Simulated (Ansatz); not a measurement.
Band structure of LaNi2 (Fd-3m, 6 atoms in the cell).

```
LaNi2
1.0
    0.00000     3.65314     3.65314
    3.65314     0.00000     3.65314
    3.65314     3.65314     0.00000
La Ni
2 4
Direct
  0.75000   0.75000   0.75000
  0.50000   0.50000   0.50000
  0.12500   0.12500   0.62500
  0.12500   0.62500   0.12500
  0.12500   0.12500   0.12500
  0.62500   0.12500   0.12500
```

Level of theory: PBEsol, PAW files made with PBE (plane waves; Ansatz, an electronic-structure program).

Settings: kpoints.mp_grid.grid = 8 8 8; hamiltonian.xc = pbesol; hamiltonian.pseudopotentials = {kind: paw} (the program's default PAW files); scf.occupations.method = gaussian; scf.occupations.width = 0.272 eV; kpoints.band_path.npoints = 8.

The starting cell comes from a database of computed structures (which also holds hypothetical and non-ambient phases and stackings), without a prior relaxation at this level. Spin polarisation is off.

Levels in eV from the Fermi level, bands 44 to 51:
| point | 44 | 45 | 46 | 47 | 48 | 49 | 50 | 51 |
|---|---|---|---|---|---|---|---|---|
| Γ | -1.15 | -0.29 | -0.29 | -0.29 | 0.20 | 0.54 | 0.54 | 0.54 |
| X | -1.09 | -1.07 | -1.07 | 0.43 | 0.43 | 0.76 | 0.76 | 1.41 |
| W | -1.24 | -0.92 | -0.92 | 0.35 | 0.35 | 0.92 | 0.92 | 1.55 |
| K | -1.29 | -1.02 | -0.86 | -0.03 | 0.56 | 0.97 | 1.22 | 1.34 |
| L | -0.98 | -0.98 | -0.29 | 0.04 | 0.04 | 0.50 | 0.76 | 0.76 |
| U | -1.29 | -1.02 | -0.86 | -0.03 | 0.56 | 0.97 | 1.22 | 1.34 |

Bands cross the Fermi level along this path, so the cell is metallic at this level.

Keys are those of Ansatz 0.2.
